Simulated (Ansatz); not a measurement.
This Ansatz (an electronic-structure program) input is the reference run, GaN in the zinc blende structure (space group F-43m, No. 216), computed with Ansatz, PBEsol, PAW, cutoff 420 eV, no spin-orbit coupling:

Ansatz 0.2 input:
```yaml
crystal:
  lattice:
    - [0, 2.2490377694, 2.2490377694]
    - [2.2490377694, 0, 2.2490377694]
    - [2.2490377694, 2.2490377694, 0]
  atoms:
    - { symbol: Ga, position: [0, 0, 0] }
    - { symbol: N, position: [0.25, 0.25, 0.25] }
basis: { ecutwfc: 420, ecutrho_ratio: 4, xc_grid: 2, fft_grid_basis: typed }
kpoints: { mp_grid: { grid: [13, 13, 13] } }
hamiltonian:
  xc: pbesol
  dispersion: none
  pseudopotentials: { kind: paw }
scf: { occupations: { method: fermi_dirac, width: 0.05 }, convergence: { dr2_threshold: 0.0000000002 } }
output: { forces: true, stress: true }
checkpoint: { write: state.ck, write_every: 1000 }
```

Question: Write the input for this change: a pure shear with ε_xy = ε_yx = 0.0086, atoms relaxed at fixed cell.

Answer: 
Ansatz 0.2 input:
```yaml
crystal:
  lattice:
    - [0.0193417248, 2.2490377694, 2.2490377694]
    - [2.2490377694, 0.0193417248, 2.2490377694]
    - [2.2683794942, 2.2683794942, 0]
  atoms:
    - { symbol: Ga, position: [0, 0, 0] }
    - { symbol: N, position: [0.25, 0.25, 0.25] }
basis: { ecutwfc: 420, ecutrho_ratio: 4, xc_grid: 2, fft_grid_basis: typed }
kpoints: { mp_grid: { grid: [13, 13, 13] } }
hamiltonian:
  xc: pbesol
  dispersion: none
  pseudopotentials: { kind: paw }
scf: { occupations: { method: fermi_dirac, width: 0.05 }, convergence: { dr2_threshold: 0.0000000002 } }
relax: { f_tol: 0.005, max_steps: 50 }
output: { forces: true, stress: true }
checkpoint: { write: state.ck, write_every: 1000 }
```
This is the input that was run.

The cells carry an imposed strain or load. Whether these cells are dynamically stable was not tested. This is not the structure that GaN has at room temperature and ambient pressure.
